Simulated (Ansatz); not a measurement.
Worked example: self-consistent single point of SrFe2As2 (P1, 5 atoms in the cell) in Ansatz (a program for electronic structure).

Method: PBEsol, PAW files made with PBE (plane waves; Ansatz).

The change in words: atoms moved at random. Reference geometry:
```
Sr(FeAs)2
1.0
   -1.96205     1.96205     5.83556
    1.96205    -1.96205     5.83556
    1.96205     1.96205    -5.83556
Sr Fe As
1 2 2
Direct
  0.00000   0.00000   0.00000
  0.25000   0.75000   0.50000
  0.75000   0.25000   0.50000
  0.64900   0.64900   0.00000
  0.35100   0.35100   0.00000
```

Reference input (self-consistent single point, DFT, PBEsol, plane waves, PAW files made with PBE): kpoints.mp_grid.grid = 6 6 6; hamiltonian.xc = pbesol; hamiltonian.pseudopotentials = {kind: paw} (the program's default PAW files); scf.occupations.method = gaussian; scf.occupations.width = 0.2 eV. This run's input differs from it in these lines:

Ansatz 0.2 input:
```diff
@@ -7,7 +7,7 @@
   atoms:
-    - { symbol: Sr, position: [0.000000, 0.000000, 0.000000] }
-    - { symbol: Fe, position: [0.250000, 0.750000, 0.500000] }
-    - { symbol: Fe, position: [0.750000, 0.250000, 0.500000] }
-    - { symbol: As, position: [0.649000, 0.649000, 0.000000] }
-    - { symbol: As, position: [0.351000, 0.351000, 0.000000] }
+    - { symbol: Sr, position: [0.001036, -0.012790, -0.009376] }
+    - { symbol: Fe, position: [0.257572, 0.743598, 0.498733] }
+    - { symbol: Fe, position: [0.747908, 0.267472, 0.507751] }
+    - { symbol: As, position: [0.649848, 0.636931, -0.002630] }
+    - { symbol: As, position: [0.343636, 0.364788, 0.005521] }
 kpoints:
```

The program printed (abridged):

```
SCF iter   1: F=—  HF=-22021.106172 eV  |F-HF|=—  |Δ(HF+E_count)|=         —  Δρ=1.09e-1  dr2=1.67e1  ethr=3.10e-3  ⟨swp⟩=7.7  Hψ=21403  notcnv=0
all-band conjugate gradients solve this SCF's bands
preconditioner: auto → Kerker (q_TF=auto, 2.629 Å⁻¹)
SCF iter   2: F=—  HF=-22019.608309 eV  |F-HF|=—  |Δ(HF+E_count)|=    1.50e0  Δρ=4.80e-2  dr2=4.13e0  ethr=3.10e-3  ⟨swp⟩=2.6  Hψ=7521  notcnv=0  defer=230
   [... lines left out ...]
SCF iter   8: F=—  HF=-22018.869742 eV  |F-HF|=—  |Δ(HF+E_count)|=   2.49e-5  Δρ=1.75e-4  dr2=2.13e-5  ethr=2.00e-7  ⟨swp⟩=2.5  Hψ=7907  notcnv=0  defer=188
SCF iter   9: F=—  HF=-22018.869737 eV  |F-HF|=—  |Δ(HF+E_count)|=   5.02e-6  Δρ=6.32e-5  dr2=3.96e-6  ethr=2.96e-8  ⟨swp⟩=2.5  Hψ=8546  notcnv=0  defer=188
SCF iter  10: F=—  HF=-22018.869736 eV  |F-HF|=—  |Δ(HF+E_count)|=   7.44e-7  Δρ=1.81e-5  dr2=3.28e-7  ethr=5.50e-9  ⟨swp⟩=2.0  Hψ=6340  notcnv=0  defer=188
SCF iter  11: F=-22018.869736 eV  HF=-22018.869736 eV  |F-HF|=7.68e-8  |Δ(HF+E_count)|=   5.56e-8  Δρ=1.02e-5  dr2=6.99e-8  ethr=1.39e-10  ⟨swp⟩=12.5  Hψ=25703  notcnv=0
SCF 1 converged in 11 iterations: F = -22018.869736 eV  dr2 = 6.99e-8
Free energy (F): -22018.869736 eV
Internal energy: -22018.804916 eV  (E = F + TS)
E sigma→0 (E₀):  -22018.837326 eV
Entropy (-TS):   -0.064819 eV (-12.964 meV/atom)
Fermi energy:    12.868213 eV
--- Forces (eV/Å), atoms counted from 1 ---
  atom   1  Sr     0.16248236    -0.03681103     0.09432951
  atom   2  Fe     1.03851291    -0.21504626    -0.42110917
  atom   3  Fe    -0.88048793     0.09513045    -0.53341465
  atom   4  As     0.62540821    -0.03026401     0.51578342
  atom   5  As    -0.94591766     0.18699183     0.34439835
--- Stress (GPa, compression-positive) ---
       -2.471229      -0.072018      -2.844280
       -0.072015      -2.111059       0.167101
       -2.844287       0.167099      -2.628030
  P = ⅓ Tr σ = -2.4034 GPa (-24.034 kbar)
  The stress holds the Pulay correction. Without it, at fixed plane waves, as pw.x and ABINIT print it: P = -2.4608 GPa
```

The run converged in 11 iterations. Against the reference run the free energy goes up by 22.2 meV/atom, the pressure goes from -2.07 to -2.40 GPa and the largest force goes from 0.164 to 1.141 eV/Å.

The starting cell comes from a database of computed structures (which also holds hypothetical and non-ambient phases and stackings), without a prior relaxation at this level. For this run, on top of that: atoms moved at random. Spin polarisation is off, so a magnetic state, if there is one, cannot be reached. Forces in this geometry exceed 1 eV/Å. Ansatz's pressure includes its estimate of the finite-basis (Pulay) stress.
